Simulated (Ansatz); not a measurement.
Structures of equal composition on the (111) surface of fcc Pd: a layer of Re in place of the second plane; a layer of Re in place of the third plane. The slabs share one bottom face, and each structure is named by its start. These are constructed structures in small cells; real faces may alloy, dewet or reconstruct in larger ones, and not all known structures of the face are among them. Slabs of about 11 Å with all that they carry, Fermi-Dirac smearing of 0.1 eV. Bottom of the slabs: a bare face, its two planes held. Relaxed from the named starts with such symmetry as they have, on meshes of like density; energies extrapolated to zero smearing; no spin-orbit coupling, no U. Spin-polarised runs, if any, are marked in brackets, and their order is one that fits the cell; the others ran without spin.

These are PBE (plane waves to 420 eV, PAW; Ansatz, a program for electronic structure) values and carry that method's errors.

Order them by energy per 1x1 cell (lowest first) at the level PBE.

a layer of Re in place of the third plane (0.000 eV), a layer of Re in place of the second plane (0.093 eV)
